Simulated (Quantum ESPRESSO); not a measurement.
**Parameter sweep on Si₂W (P6_222, 9 atoms in the cell)**

Space group P6₂22 (No. 180); a = 4.617 Å, b = 4.617 Å, c = 6.653 Å, α = 90.00°, β = 90.00°, γ = 120.00°

```tsv
atom	site	symmetry	x	y	z
Si	6j	..2	0.3272	0.1636	0.1667
W	3d	222	0.5000	0.0000	0.5000
```

Base run A: PBEsol, GBRV 1.5 ultrasoft (PBESOL) pseudopotentials in Quantum ESPRESSO 7.5, self-consistent single point.

Its settings: ecutwfc = 40 Ry; ecutrho = 320 Ry; occupations = smearing; smearing = fermi-dirac; degauss = 0.0036749 Ry; potentials = {Si: si_pbesol_v1.uspp.F.UPF, W: w_pbesol_v1.2.uspp.F.UPF}; K_POINTS = automatic 6 6 3 0 0 0; conv_thr = 1e-10 Ry.

The starting cell comes from a database of computed structures (which also holds hypothetical and non-ambient phases and stackings), without a prior relaxation at this level. Spin polarisation is off. In the base run, with a pressure of about -7 GPa the cell is away from its equilibrium volume at this level.

ΔF is the free energy per atom less that of run A. 

```tsv
run	change	ΔF (meV/atom)	pressure (GPa)	largest force (eV/Å)	iterations
A	base	0.00	-7.00	0.040	11
B	diagonalization: default → cg	0.00	-7.00	0.040	11
C	diagonalization: default → paro	0.00	-7.00	0.040	8
D	diagonalization: default → rmm-davidson	0.00	-7.00	0.040	11
E	diagonalization: default → rmm-paro	0.00	-7.00	0.040	11
F	diago_david_ndim: default → 3	0.00	-7.00	0.040	9
G	diago_david_ndim: default → 4	0.00	-7.00	0.040	9
H	diago_full_acc: default → true	0.00	-7.00	0.040	10
```

Runs B, C, D, E, F, G, H reached the same state as A (within 1 meV/atom). The fewest iterations to that state were 8 (C); the most were 11.
